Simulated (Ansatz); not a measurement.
N on the 1x1 (110) surface of bcc W, one in a 3x3 cell, energies for each (64.5 Å²). Energies are against ½ N2(g), without zero-point or thermal terms; each row is named by its start.

These are PBE (plane waves to 420 eV, PAW; Ansatz, a first-principles code) values and carry that method's errors.

Model: 37-atom slab, 6.6 Å thick at the start under the adsorbate (thin: gaps and levels are the slab's own), 4x4x1 mesh, Fermi-Dirac 0.1 eV, dipole correction, 18 atoms held, the rest relaxed; each run with such symmetry as its start has; spin where the adsorbate may keep a moment, no spin-orbit, no U, no dispersion correction.

A negative adsorption energy means that the adsorbate is more stable on the surface than in its reference. Heights count from the host atoms within 0.3 Å of the top one.

```json
[
 {"starting site": "top W", "E_ads (eV)": "0.59", "height (Å)": "1.99", "nearest host atom (Å)": "W 1.76", "bonded to": "W", "Δ work function (eV)": "0.65", "lateral drift (Å)": "0.0", "moment (μB)": "0.0"},
 {"starting site": "hollow W-W-W", "E_ads (eV)": "-1.80", "height (Å)": "1.14", "nearest host atom (Å)": "W 1.98", "bonded to": "3 W", "Δ work function (eV)": "0.08", "lateral drift (Å)": "0.1", "moment (μB)": "–"}
]
```
